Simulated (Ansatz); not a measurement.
System: interstitial Y in monoclinic ZrO2 (charge state +3). All values below come from PBE, PAW (plane waves to 420 eV; Ansatz, a quantum-chemistry and plane-wave program).

Cell of 96 host sites held at the relaxed PBE lattice; the Γ point alone; Fermi-Dirac width 0.01 eV, spin-restricted; finite-size errors left in. No zero-point or tunnelling terms. The charge state is imposed; whether it is stable for some Fermi level was not computed. Sites that were not tried may lie lower.

Barriers: single points on a 2×2×2 k-point mesh shifted by half a step at the bands' geometries.

The step: several atoms move together, Y the farthest; the atom moves 3.49 Å along (0.00, 0.43, 0.50) of the unit cell; the moving atom starts with neighbours O at 2.10, O at 2.11, 2 O at 2.21, O at 2.26, O at 2.44, O at 2.59; Zr at 2.71 Å and ends with O at 2.10, O at 2.11, 2 O at 2.21, O at 2.26, O at 2.44, O at 2.59; Zr at 2.71 Å.

Question: What is the computed migration barrier of this step (PBE, PAW)?

Answer: 3.94 eV, the same both ways. At the saddle the moving atom has neighbours O at 1.99, O at 2.06, O at 2.10, O at 2.13 Å. The saddle point's order was not checked.
